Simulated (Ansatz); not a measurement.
## Short convergence ladders for BaCdSbF (P4mm, 8 atoms in the cell)

```
BaCdSbF
1.0
    4.60947     0.00000     0.00000
    0.00000     4.60947     0.00000
    0.00000     0.00000     9.75733
Ba Cd Sb F
2 2 2 2
Direct
  0.00000   0.50000   0.64561
  0.50000   0.00000   0.35951
  0.50000   0.50000   0.00000
  0.00000   0.00000   0.00000
  0.00000   0.50000   0.18461
  0.50000   0.00000   0.81539
  0.50000   0.50000   0.50000
  0.00000   0.00000   0.50000
```

Base method: LDA (PW92), default PAW files made with PBE (plane waves; Ansatz, an electronic-structure program).

Base settings: basis.ecutwfc = 420 eV; kpoints.mp_grid.grid = 4 4 1; hamiltonian.xc = lda; hamiltonian.pseudopotentials = {kind: paw} (the program's default PAW files); scf.occupations.method = fermi_dirac; scf.occupations.width = 0.02 eV.

The count of work is k-points × plane waves × bands × iterations; it is no time. Core times come from one kind of shared machine, to one figure; runs under 30 s give none.

**The cutoff for other potential files**

Level: DFT, LDA (PW92), plane waves, harder PAW files (source: ansatz) made with PBE.

In this ladder: hamiltonian.pseudopotentials = {kind: paw, source: ansatz}.

The second cell is the first with its lattice scaled by 0.98.

The mesh stays at the base's, so the ladder's end is converged at best in this setting alone.

The first pressure column holds Ansatz's estimate of the finite-basis (Pulay) stress, which hides part of the cutoff error; the other is without it.

Only quantities that move along the ladder and can be compared are tabulated; the gap is left out on so coarse a mesh.

```tsv
basis.ecutwfc	free energy less the last step's (meV/atom)	energy of the compressed cell less the first (meV/atom)	pressure (GPa)	pressure without the Pulay estimate (GPa)	largest difference of a force vector from the last step's (eV/Å)	count of work / last	core time / last (rough)
470 eV	849.42	-19.97	-3.85	-23.45	0.010	0.11	–
580 eV	219.92	-24.20	-3.75	-10.50	0.001	0.14	–
735 eV	26.10	-22.10	-3.76	-4.93	0.001	0.21	–
890 eV	2.15	-22.39	-3.76	-3.89	0.000	0.28	–
1050 eV	0.22	-22.39	-3.76	-3.76	0.000	0.35	0.5
1260 eV	0.15	-22.38	-3.76	-3.76	0.000	0.46	0.9
1575 eV	0.07	-22.39	-3.76	-3.76	0.000	0.65	0.8
2100 eV	0.00	-22.39	-3.76	-3.76	0.000	1.0	1
```

Coarsest basis.ecutwfc that holds the free energy within 0.5 meV/atom of the last step, with all finer ones: 1050 eV, at 0.35 of the last step's count of work; the step before is off by 2.2 meV/atom.

Coarsest basis.ecutwfc that holds the pressure within 0.05 GPa of the last step, with all finer ones: 580 eV, at 0.14 of the last step's count of work; the step before is off by 0.09 GPa.

Coarsest basis.ecutwfc that holds the pressure without the Pulay estimate within 0.5 GPa of the last step, with all finer ones: 890 eV, at 0.28 of the last step's count of work; the step before is off by 1.2 GPa.

The energy difference between the two cells stays within 1 meV/atom of the last step's from 735 eV on, the total only from 1050 eV on: much of the error is common to both cells and cancels.

At the lowest cutoff the pressure without the Pulay estimate lies 19.7 GPa under the last step's, the usual sign of Pulay stress in an incomplete plane-wave basis.

**The density cutoff**

The second cell is the first with its lattice scaled by 0.98.

The mesh stays at the base's, so the ladder's end is converged at best in this setting alone.

Only quantities that move along the ladder and can be compared are tabulated; the gap is left out on so coarse a mesh.

```csv
basis.ecutrho_ratio,energy of the compressed cell less the first (meV/atom),pressure (GPa)
2,-22.76,-3.68
3,-22.39,-3.77
4,-22.38,-3.76
5,-22.38,-3.76
6,-22.38,-3.76
8,-22.38,-3.76
10,-22.38,-3.76
12,-22.38,-3.76
16,-22.38,-3.76
```

Coarsest basis.ecutrho_ratio that holds the energy of the compressed cell less the first within 0.2 meV/atom of the last step, with all finer ones: 3; the step before is off by 0.38 meV/atom.

Coarsest basis.ecutrho_ratio that holds the pressure within 0.05 GPa of the last step, with all finer ones: 3; the step before is off by 0.08 GPa.

**The relaxed cell against the cutoff**

On BaCdSbF (P4/nmm, 8 atoms in the cell): atoms on their sites.

In this ladder: relax = cell and atoms.

The mesh stays at the base's, so the ladder's end is converged at best in this setting alone.

Only quantities that move along the ladder and can be compared are tabulated; the gap is left out on so coarse a mesh.

| basis.ecutwfc | relaxed volume (Å³/atom) | relaxation steps | core time / last (rough) |
|---|---|---|---|
| 250 eV | 23.979 | 76 | 2 |
| 295 eV | 23.821 | 32 | 0.8 |
| 355 eV | 23.871 | 11 | 0.5 |
| 420 eV | 23.864 | 8 | 0.4 |
| 505 eV | 23.866 | 7 | 0.6 |
| 630 eV | 23.866 | 7 | 0.7 |
| 840 eV | 23.866 | 7 | 1 |

Coarsest basis.ecutwfc that holds the relaxed volume within 0.024 Å³/atom of the last step, with all finer ones: 355 eV; the step before is off by 0.046 Å³/atom.

At the lowest cutoff the cell relaxes to a volume 0.5 % larger than at the highest. Ansatz relaxes on a stress corrected for the finite basis.

On the base run: the starting cell comes from a database of computed structures (which also holds hypothetical and non-ambient phases and stackings), without a prior relaxation at this level. Its lattice was rescaled by up to half a per cent. One atom was moved a little off its site on purpose.

Left out of this page: 1 run of the series failed or unconverged.

Keys are those of Ansatz 0.2.
